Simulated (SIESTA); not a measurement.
## How far to go with the k-point mesh: the (001) slab of Al (cut from a parent of space group no. 225; 4 atoms in the cell)

```xyz
4
Lattice="2.8724 0.0000 0.0000 -2.8724 2.8724 0.0000 0.0000 0.0000 20.0933" Properties=species:S:1:pos:R:3 pbc="T T T"
Al     0.0000     0.0000     9.0311
Al    -1.4362     1.4362     7.0000
Al     0.0000     0.0000    13.0933
Al    -1.4362     1.4362    11.0622
```

Method of the run: GGA PBEsol, numerical atomic orbitals DZP, PseudoDojo PBEsol standard norm-conserving potentials (rewritten from UPF to PSML) in SIESTA 5.4.2.

Base settings: XC.functional = GGA; XC.authors = PBEsol; potentials = PseudoDojo PBEsol standard; PAO.BasisSize = DZP; PAO.EnergyShift = 0.01 Ry; MeshCutoff = 350 Ry; kgrid.MonkhorstPack = 15 15 1; OccupationFunction = MP; OccupationMPOrder = 0; ElectronicTemperature = 100 meV.

Only quantities that move along the ladder and can be compared are tabulated.

The starting cell has typed, rounded lattice constants, without a prior relaxation at this level. The slab is cut from that crystal, and its faces are unrelaxed. Its lattice was rescaled by up to half a per cent. Values carry the incompleteness of an atom-centred basis.

```tsv
kgrid.MonkhorstPack	free energy less the last step's (meV/atom)	largest difference of a force vector from the last step's (eV/Å)
3 3 1	279.98	0.680
4 4 1	84.05	0.731
5 5 1	-19.03	0.382
6 6 1	-17.48	0.286
7 7 1	-2.94	0.187
9 9 1	10.31	0.114
10 10 1	8.85	0.146
12 12 1	-3.21	0.108
14 14 1	8.06	0.089
15 15 1	-4.60	0.097
16 16 1	-3.69	0.066
19 19 1	-0.12	0.089
22 22 1	2.59	0.029
26 26 1	-0.18	0.029
30 30 1	-0.12	0.032
35 35 1	-0.37	0.020
41 41 1	0.00	0.000
```

Coarsest kgrid.MonkhorstPack that holds the forces within 0.01 eV/Å: not settled: the last two steps still differ by 0.020 eV/Å, over half the tolerance, so the ladder does not show it.

Coarsest kgrid.MonkhorstPack that holds the free energy within 1 meV/atom of the last step, with all finer ones: 26 26 1; the step before is off by 2.6 meV/atom.
